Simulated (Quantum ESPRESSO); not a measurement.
Quantum ESPRESSO 7.5, DFT, PBE, plane waves, PseudoDojo 0.5 standard norm-conserving PBE (local tails restored to the Coulomb form): 3C-SiC, 2 atoms. Basis and mesh were picked for this test and aren't claimed converged.

```
Property                                            Value
------------------------  -------------------------------
cell                      3.08, 3.08, 3.08 Å; 60, 60, 60°
task                                                  scf
k mesh                                           10×10×10
ecutwfc                                             82 Ry
ecutrho                                            328 Ry
occupations                                         fixed
conv_thr                                         2e-09 Ry
tprnfor                                              true
tstress                                             false
k-point pools (-nk)                                    16
diagonalization                           david (default)
mixing_mode                               plain (default)
mixing_beta                                 0.7 (default)
mixing_ndim                                   8 (default)
k-points computed                                      47
bands                                                   4
electrons                                               8
G-vectors of the density                            14163
FFT grid                                         36×36×36
symmetry operations                                    24
```

It runs on a single node (Intel Xeon 6 (Granite Rapids), 96 cores on 1 socket, 2 hardware threads a core, 3 L3 cache groups, 3 NUMA nodes).

Wall times, medians of two to five repeats, each run alone on the node (launch to exit). Processes are pinned to neighbouring cores unless said otherwise. The build: conda-forge: Open MPI 5.0, OpenMP, OpenBLAS 0.3.34 (pthreads), FFTW, ScaLAPACK, ELPA; another build can shift the numbers. Scratch files lie in a memory file system.

Started as
```bash
OMP_NUM_THREADS=1 mpirun -np 16 pw.x -nk 16 -in pw.in
```
(16 ranks, nosym = false (default)) it takes 1.7 s and 16 SCF iterations.

Problem. What happens to the run time with nosym = true?

Solution. About 4.8 s (3 runs within 1 %): 2.9× as long. The largest move is in FFTs of H·ψ (vloc_psi): 0.32 s to 2.0 s. SCF iterations go from 16 to 14. Launch, exit and the like take 0.58 s of the 1.7 s. Change in the result: energy equal as printed.
